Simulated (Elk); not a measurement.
Input and output of a self-consistent single point for BiPt (P6_3/mmc, 4 atoms in the cell) (Elk).

Level of theory: LDA (PW92), all-electron FP-LAPW, Elk's shipped species files, default APW+lo basis (Elk 10.2.4).

The change in words: lattice scaled by 0.98. Reference geometry:
```xyz
4
Lattice="4.3968 0.0000 0.0000 -2.1984 3.8077 0.0000 0.0000 0.0000 5.5525" Properties=species:S:1:pos:R:3 pbc="T T T"
Bi     0.0000     2.5385     1.3881
Bi     2.1984     1.2692     4.1644
Pt     0.0000     0.0000     2.7762
Pt     0.0000     0.0000     0.0000
```

Reference input (self-consistent single point, DFT, LDA (PW92), all-electron FP-LAPW, Elk's shipped species files, default APW+lo basis): xctype = 3; rgkmax = 7; stype = 3; swidth = 0.00367493 Ha; ngridk = 7 7 5; rmtscf = 0.88. This run's input differs from it in these lines:

```diff
@@ -22,5 +22,5 @@
 avec
-    4.3967616614    0.0000000786    0.0000000000
-   -2.1983808988    3.8077072539    0.0000000000
-    0.0000000000    0.0000000000    5.5524730000
+    4.3088266290   -0.0000001639    0.0000000000
+   -2.1544131726    3.7315534032    0.0000000000
+    0.0000000000    0.0000000000    5.4414240000
```

Output, abridged:

```
│ Self-consistent loop started │
│ Loop number : 1 │
 total energy                :     -80016.1606331
│ Loop number : 2 │
 total energy                :     -80016.9053169
RMS change in Kohn-Sham potential (target) :   0.1105350999     (  0.1000000000E-05)
Absolute change in total energy (target)   :   0.7446838041     (  0.1000000000E-03)
│ Loop number : 3 │
 total energy                :     -80018.9382391
RMS change in Kohn-Sham potential (target) :   0.9563511953E-01 (  0.1000000000E-05)
Absolute change in total energy (target)   :    2.219093120     (  0.1000000000E-03)
│ Loop number : 4 │
   [... lines left out ...]
Absolute change in total energy (target)   :   0.1215258118E-02 (  0.1000000000E-03)
│ Loop number : 14 │
 total energy                :     -80012.9646435
RMS change in Kohn-Sham potential (target) :   0.1524712129E-06 (  0.1000000000E-05)
Absolute change in total energy (target)   :   0.3145150695E-03 (  0.1000000000E-03)
│ Loop number : 15 │
 total energy                :     -80012.9646733
RMS change in Kohn-Sham potential (target) :   0.2180509416E-07 (  0.1000000000E-05)
Absolute change in total energy (target)   :   0.4882409121E-04 (  0.1000000000E-03)
Convergence targets achieved

│ Loop number : 16 │

Energies :
 Fermi                       :     0.338470176758
 total energy                :     -80012.9646791

Density of states at Fermi energy :    48.07430946
 (states/Hartree/unit cell)

Estimated indirect band gap :   0.4459709477E-02
 from k-point      9 to k-point      3
Estimated direct band gap   :   0.2006457938E-01
 at k-point     10

Charges :
 core                        :    232.0000000
 valence                     :    90.00000000
 interstitial                :    8.372499714
 muffin-tins (core leakage)
  species :    1 (Bi)
   atom    1                 :    80.35049828     (  0.3631394029E-02)
   atom    2                 :    80.35049828     (  0.3631394029E-02)
  species :    2 (Pt)
   atom    1                 :    76.46325187     (  0.9162074668E-03)
   atom    2                 :    76.46325187     (  0.9162074668E-03)
 total in muffin-tins        :    313.6275003
 total calculated charge     :    321.9835590
 total charge                :    322.0000000
 error                       :   0.1644101778E-01

│ Self-consistent loop stopped │
```

The run converged in 16 iterations. The count includes the last loop, which Elk runs after its targets are met. Against the reference run the free energy falls by 29.2 meV/atom.

The starting cell comes from a database of computed structures (which also holds hypothetical and non-ambient phases and stackings), without a prior relaxation at this level. Its lattice was rescaled by a random factor within 2.5 % of one. For this run, on top of that: lattice scaled by 0.98. Spin-orbit coupling is off. Spin polarisation is off. Values depend on the basis (sphere radii, cutoffs, local orbitals), which need not be converged. The log's line on a gap gives a spacing of levels on this mesh, which the program prints for metals too.

Cost on one core of a shared machine: roughly 40 s.
